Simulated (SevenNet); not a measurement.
## B20 (FeSi-type) CoSi

Method: the machine-learned potential SevenNet-0 (trained on PBE and PBE+U data).

Cell (relaxed at this level):

```xyz
8
Lattice="4.4338 0.0000 0.0000 0.0000 4.4338 0.0000 0.0000 0.0000 4.4338" Properties=species:S:1:pos:R:3 pbc="T T T"
Co     3.7909     2.8598     1.5740
Co     1.5740     3.7909     2.8598
Co     0.6429     0.6429     0.6429
Co     2.8598     1.5740     3.7909
Si     0.6932     1.5237     2.9101
Si     2.9101     0.6932     1.5237
Si     3.7406     3.7406     3.7406
Si     1.5237     2.9101     0.6932
```

```json
{
 "equilibrium_lattice_constant_a": "4.434 Å",
 "equilibrium_volume_per_atom": "10.90 Å³/atom"
}
```

Measured, for comparison: lattice constant a 4.444 Å, equilibrium volume per atom 10.97 Å³/atom (temperature not stated, no zero-point or thermal correction; as tabulated in Wikipedia's data pages). Computed (rounded) less measured: lattice constant a -0.2 %, equilibrium volume per atom -0.6 %. A static lattice is as a rule a little smaller and stiffer than an uncorrected measurement, which narrows the difference in the equilibrium volume per atom and would widen misses of the other sign.

A machine-learned potential is trained on density-functional data: it inherits that level's misses and adds fitting errors of its own.
